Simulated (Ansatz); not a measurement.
Take Ir in the simple cubic structure (space group Pm-3m, No. 221; a = 2.541 Å; a hypothetical phase, not in the database extracts checked) as the base.

One thing is altered: cell and atoms relaxed at a pressure of 7.5 GPa.

Levels (all Ansatz, an electronic-structure program, PAW): PBEsol (420 eV, no spin-orbit coupling); PBEsol+SOC (420 eV, spin-orbit coupling included).

The geometry is relaxed with PBEsol.

```
Quantity           Value
---------------  -------
PBEsol pressure  7.5 GPa
```

Problem. What does PBEsol+SOC give at this geometry for the pressure?

Solution. The pressure goes up by 1.1 GPa (7.5 GPa → 8.6 GPa).

Single points use the geometry relaxed with PBEsol. The spin-orbit shifts are approximate. Load acts through the strain it causes; cell and atoms are relaxed under it. No phonon test of stability was made. Competing high-pressure phases were not computed. The runs without spin-orbit coupling are not spin-polarised. Ir has a high density of states at the Fermi level and may be magnetic at this level.
